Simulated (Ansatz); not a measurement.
The decay constant κ of evanescent states in the gap governs leakage through a thin film.

Consider the following.

```xyz
8
Lattice="3.3823 0.0030 0.0000 -0.0030 3.3823 0.0000 0.0000 0.0000 9.5673" Properties=species:S:1:pos:R:3 pbc="T T T"
Ca     2.5360     0.8478     1.1959
Ca     0.8433     2.5375     8.3714
Ca     2.5360     0.8478     5.9796
Ca     0.8434     2.5375     3.5878
O      2.5360     0.8478     3.5877
O      0.8433     2.5375     5.9796
O      2.5360     0.8478     8.3714
O      0.8434     2.5375     1.1959
```

Space group of this cell: Fm-3m, rock salt. The cell was relaxed by PBE-D3(BJ); by r2SCAN its mean pressure is 0.8 GPa.

Transport runs along the normal of the first two printed cell vectors, the (001) plane of the conventional cell.

No gap correction and no spin-orbit coupling; mid-gap values are interpolated between computed energies.

Q: Give the band gap and the smallest decay constant κ at mid-gap that r2SCAN (Ansatz, a program for electronic structure) yields.

A: Gap 4.20 eV on a 10×10×4 mesh; κ = 0.325 1/Å, at the zone centre.
